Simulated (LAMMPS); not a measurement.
An MD run on a melt of ZnSe (zinc blende) with 50 % of Se sites S, 1728 atoms, cooled from 2660 K to 300 K at 1e+13 K/s, at zero pressure.

Model: classical MD, pair style sw, file CdTeZnSeHgS0.sw; code LAMMPS.

Q: Give the coordination number of Se by Zn, the mean frequency of the velocity spectrum, the volume per atom, the first peak of g(r), Se-Zn, the coordination number of S by Zn as this potential yields it.

A: coordination number of Se by Zn: 3.88 (counted to 3.34 Å); mean frequency of the velocity spectrum: 6.7 THz; volume per atom: 22.3 Å³ (one sample); first peak of g(r), Se-Zn: 2.49 Å, height 9.8; coordination number of S by Zn: 4.10 (counted to 3.30 Å).
